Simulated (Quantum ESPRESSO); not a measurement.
Input and output of a self-consistent single point for KAu5 (P6/mmm, 6 atoms in the cell) (Quantum ESPRESSO).

Level of theory: LDA (PZ), GBRV 1.5 ultrasoft (LDA) pseudopotentials (plane waves; Quantum ESPRESSO 7.5).

The change in words: lattice scaled by 0.98. Reference geometry:
```
KAu5
1.0
    5.63881     0.00000     0.00000
   -2.81940     4.88335     0.00000
    0.00000     0.00000     4.44592
K Au
1 5
Direct
  0.00000   0.00000   0.00000
  0.66667   0.33333   0.00000
  0.33333   0.66667   0.00000
  0.50000   0.00000   0.50000
  0.50000   0.50000   0.50000
  0.00000   0.50000   0.50000
```

Reference input (self-consistent single point, DFT, LDA (PZ), plane waves, GBRV 1.5 ultrasoft (LDA) pseudopotentials): ecutwfc = 40 Ry; ecutrho = 320 Ry; occupations = smearing; smearing = gaussian; degauss = 0.0073499 Ry; potentials = {K: k_lda_v1.4.uspp.F.UPF, Au: au_lda_v1.uspp.F.UPF}; K_POINTS = automatic 6 6 6 0 0 0; conv_thr = 1e-10 Ry; mixing_beta = 0.7. This run's input differs from it in these lines:

```diff
@@ -10,4 +10,4 @@
   ibrav = 4
-  celldm(1) = 10.6557987448
-  celldm(3) = 0.788450978917
+  celldm(1) = 10.4426828614
+  celldm(3) = 0.788451051627
   nat = 6
@@ -29,7 +29,7 @@
 K     0.0000000000    0.0000000000    0.0000000000
-Au    2.8194029298    1.6277830405    0.0000000000
-Au    0.0000000000    3.2555660810    0.0000000000
-Au    2.8194029298    0.0000000000    2.2229610000
-Au    1.4097014649    2.4416745608    2.2229610000
-Au   -1.4097014649    2.4416745608    2.2229610000
+Au    2.7630148955    1.5952273937    0.0000000000
+Au    0.0000000000    3.1904547874    0.0000000000
+Au    2.7630148955    0.0000000000    2.1785020000
+Au    1.3815074477    2.3928410905    2.1785020000
+Au   -1.3815074477    2.3928410905    2.1785020000
 K_POINTS automatic
```

Output, abridged:

```
     Self-consistent Calculation

     iteration #  1     ecut=    40.00 Ry     beta= 0.70

     total energy              =    -631.22658768 Ry
     estimated scf accuracy    <       0.77372293 Ry

     iteration #  2     ecut=    40.00 Ry     beta= 0.70

     total energy              =    -631.51370327 Ry
     estimated scf accuracy    <       0.59623648 Ry

     iteration #  3     ecut=    40.00 Ry     beta= 0.70

     total energy              =    -631.61669848 Ry
     estimated scf accuracy    <       0.00951820 Ry

   [... 7 blocks of this kind left out ...]

     iteration # 11     ecut=    40.00 Ry     beta= 0.70

     total energy              =    -631.62686143 Ry
     estimated scf accuracy    <          9.7E-10 Ry

     iteration # 12     ecut=    40.00 Ry     beta= 0.70
     End of self-consistent calculation

     the Fermi energy is    12.7388 ev

!    total energy              =    -631.62686143 Ry
     estimated scf accuracy    <          1.0E-11 Ry
     smearing contrib. (-TS)   =      -0.00054867 Ry
     internal energy E=F+TS    =    -631.62631276 Ry

     convergence has been achieved in  12 iterations

     Forces acting on atoms (cartesian axes, Ry/au):

     atom    1 type  1   force =     0.00000000    0.00000000    0.00000000
   [... zero for the other atoms too ...]

     Total force =     0.000000     Total SCF correction =     0.000000

          total   stress  (Ry/bohr**3)                   (kbar)     P=       58.26
   0.00030783   0.00000000   0.00000000           45.28        0.00        0.00
   0.00000000   0.00030783  -0.00000000            0.00       45.28       -0.00
   0.00000000  -0.00000000   0.00057249            0.00       -0.00       84.22

   JOB DONE.
```

The run converged in 12 iterations. Against the reference run the free energy goes up by 14.8 meV/atom and the pressure goes from -2.14 to 5.83 GPa.

The starting cell comes from a database of computed structures (which also holds hypothetical and non-ambient phases and stackings), without a prior relaxation at this level. Its lattice was rescaled by a random factor within 2.5 % of one. For this run, on top of that: lattice scaled by 0.98. With a pressure of about 6 GPa the cell is away from its equilibrium volume at this level.

Cost on one core of a shared machine: roughly 90 s.
